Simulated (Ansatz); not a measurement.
## Lattice parameter c of SnO (model structure, started from the beta GaS type, P6₃/mmc, No. 194, 8 atoms in the cell) at several levels of theory

No measured value is used here.

```json
[
 {"level (code)": "PBE (Ansatz)", "value (Å)": "15.342"},
 {"level (code)": "PBEsol (Ansatz)", "value (Å)": "14.443"},
 {"level (code)": "PBE-D3(BJ) (Ansatz)", "value (Å)": "…"}
]
```

### Question
What belongs in the gaps?

### Answer

- PBE-D3(BJ) (Ansatz, a program for electronic structure), value (Å): 14.023

Ansatz's density-functional and Hartree–Fock values are scalar-relativistic unless marked +SOC, with PAW data made under PBE.

A model structure was made by putting elements into a prototype or built by hand; it is no filed structure, need not be a known phase, and can be a saddle point held by its symmetry.
